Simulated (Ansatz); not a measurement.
Band structure of LaMg6Mo (Amm2, 8 atoms in the cell).

```xyz
8
Lattice="4.9891 0.0000 0.0000 0.0000 3.2451 5.7849 0.0000 -3.2451 5.7849" Properties=species:S:1:pos:R:3 pbc="T T T"
La     0.0000     0.0000     9.2670
Mg     0.0000    -1.5641     6.6234
Mg     0.0000     1.5641     6.6234
Mg     0.0000     0.0000     3.8786
Mg     2.4946    -1.5452     4.9518
Mg     2.4946     1.5452     4.9518
Mg     2.4946     0.0000     1.9845
Mo     2.4946     0.0000     7.9988
```

Method of the run: LDA (PW92), PAW files made with PBE (plane waves; Ansatz, a first-principles code).

Settings: kpoints.mp_grid.grid = 4 3 3; hamiltonian.xc = lda; hamiltonian.pseudopotentials = {kind: paw} (the program's default PAW files); scf.occupations.method = gaussian; scf.occupations.width = 0.05 eV; kpoints.band_path.npoints = 8.

The starting cell comes from a database of computed structures (which also holds hypothetical and non-ambient phases and stackings), without a prior relaxation at this level. Its lattice was rescaled by a random factor within 2.5 % of one. Spin polarisation is off.

Levels in eV from the Fermi level, bands 39 to 46:
```tsv
point	39	40	41	42	43	44	45	46
Γ	-1.02	-1.00	-0.77	-0.38	0.19	0.34	0.53	1.06
X	-0.87	-0.69	-0.67	0.25	0.35	0.54	0.93	1.23
S	-1.19	-0.59	-0.28	0.39	0.49	0.54	0.74	0.81
R	-1.60	-1.42	-0.93	-0.30	-0.09	0.00	0.35	0.82
A	-1.41	-1.13	-0.99	-0.71	-0.11	0.57	1.13	1.27
Z	-1.14	-1.10	-1.07	-0.72	-0.65	-0.12	0.62	0.93
Y	-0.85	-0.84	-0.23	-0.10	0.22	0.23	0.54	0.78
X1	-0.87	-0.69	-0.67	0.25	0.35	0.54	0.93	1.23
A1	-1.41	-1.13	-0.99	-0.71	-0.11	0.57	1.13	1.27
T	-1.60	-1.53	-0.93	-0.61	-0.47	-0.15	0.53	1.86
```

Bands cross the Fermi level along this path, so the cell is metallic at this level.

Keys are those of Ansatz 0.2.
